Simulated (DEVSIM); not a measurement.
# abrupt Si n-p junction

Device: abrupt Si n-p junction, at 300 K.

```csv
layer (left to right),material,thickness (μm),Nd (cm⁻³),Na (cm⁻³),τn (s),τp (s)
1,Si,0.100,6.1e18,-,1e-5,1e-5
2,Si,3.80,-,5.3e15,1e-5,1e-5
```

Left contact: ohmic. Right contact: ohmic. Voltage is applied to the left contact. Recombination: SRH at mid-gap, Auger. Mobility is μmin + (μ − μmin)/(1 + (N/Nref)^α).

Constants are typed, rounded textbook-type inputs, not results; the design itself was drawn at random and stands for no fabricated device. Values at 300 K.

```tsv
parameter	Si
gap (eV)	1.124
affinity (eV)	4.05
permittivity	11.7
Nc (cm⁻³)	2.86e19
Nv (cm⁻³)	3.1e19
μn (cm²/Vs)	1417
μp (cm²/Vs)	470
μn,min	52
μp,min	45
Nref,n	9.7e16
Nref,p	2.2e17
αn	0.68
αp	0.72
Cn (cm⁶/s)	2.8e-31
Cp (cm⁶/s)	9.9e-32
```

DEVSIM, 1D drift-diffusion, Boltzmann statistics, complete ionisation; no tunnelling, impact ionisation, image-force lowering or self-heating.

```yaml
potential_step_across_the_device_at_zero_bias: 0.860 V
largest_field_in_the_device_at_zero_bias: 140000 V/cm
Dark forward voltage at 1 A/cm²: 0.566 V
Dark forward voltage at 100 A/cm²: 0.697 V
```

Small-signal capacitance in reverse bias (quasi-static):

```json
[
 {"V (V)": "0.4", "C (nF/cm²)": "19.7"},
 {"V (V)": "1", "C (nF/cm²)": "15.9"},
 {"V (V)": "2", "C (nF/cm²)": "12.6"},
 {"V (V)": "3", "C (nF/cm²)": "10.8"},
 {"V (V)": "4", "C (nF/cm²)": "9.60"},
 {"V (V)": "6", "C (nF/cm²)": "8.05"},
 {"V (V)": "8", "C (nF/cm²)": "7.08"},
 {"V (V)": "10", "C (nF/cm²)": "6.38"},
 {"V (V)": "13", "C (nF/cm²)": "5.64"},
 {"V (V)": "16", "C (nF/cm²)": "5.11"},
 {"V (V)": "20", "C (nF/cm²)": "4.60"}
]
```

Dark reverse current:

```json
[
 {"V (V)": "0.40", "J (A/cm²)": "1.7e-9"},
 {"V (V)": "1.00", "J (A/cm²)": "3.0e-9"},
 {"V (V)": "2.00", "J (A/cm²)": "4.6e-9"},
 {"V (V)": "3.00", "J (A/cm²)": "5.9e-9"},
 {"V (V)": "4.00", "J (A/cm²)": "7.0e-9"},
 {"V (V)": "6.00", "J (A/cm²)": "8.9e-9"},
 {"V (V)": "8.00", "J (A/cm²)": "1.0e-8"},
 {"V (V)": "10.00", "J (A/cm²)": "1.2e-8"},
 {"V (V)": "13.00", "J (A/cm²)": "1.4e-8"},
 {"V (V)": "16.00", "J (A/cm²)": "1.6e-8"},
 {"V (V)": "20.00", "J (A/cm²)": "1.8e-8"}
]
```
